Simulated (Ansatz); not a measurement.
The parent structure is SiC (space group P6_3mc, No. 186; a = 3.094 Å, c = 10.129 Å).

The values are results of Kohn–Sham DFT with the PBE functional, run in Ansatz (an electronic-structure program) with PAW and 420 eV plane waves, no SOC, earlier PAW set, not measurements.

Base values:

| Item | Result |
|---|---|
| Valence-band top at Γ | 0.00, 0.00, -0.05 eV |

Modification: cell and atoms relaxed at a pressure of 15 GPa.

### Question
Predict the new mean gap deformation potential ΔEg/Δln V.

### Answer
The mean gap deformation potential ΔEg/Δln V is -0.2 eV.

### Question
How does this affect the valence-band top at Γ?

### Answer
The valence-band top at Γ (three highest levels, from the VBM) stays 0.00, 0.00, -0.05 eV.

Load acts through the strain it causes; cell and atoms are relaxed under it. Stability against distortions was not tested. No other phases were tried under pressure.
